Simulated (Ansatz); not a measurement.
Base system: CdSe in the zinc blende structure (space group F-43m, No. 216; a = 6.082 Å). Axes: x, y, z lie along the cube axes.

Level of theory: plane-wave PAW DFT at the PBEsol level (Ansatz, a first-principles code, 420 eV), no spin-orbit coupling.

Strains are applied to the cell and any free atomic positions relax.

One change was made to it. Results:

The energy grows by 1.0 meV/atom; the shortest interatomic distance drops by 0.0027 Å to 2.631 Å; the largest internal atomic displacement comes out as 0.015 Å.

Q: What was done to the base?
(A) tensor shear ε_xy = +1.71 %
(B) tensor shear ε_xy = +2.00 %
(C) tensor shear ε_xy = +1.14 %

A: C, tensor shear ε_xy = +1.14 %. For comparison, the energy relative to the base in the other runs: tensor shear ε_xy = +1.71 % gives +2.3 meV/atom; tensor shear ε_xy = +2.00 % gives +3.2 meV/atom.

Stability against distortions was not tested.
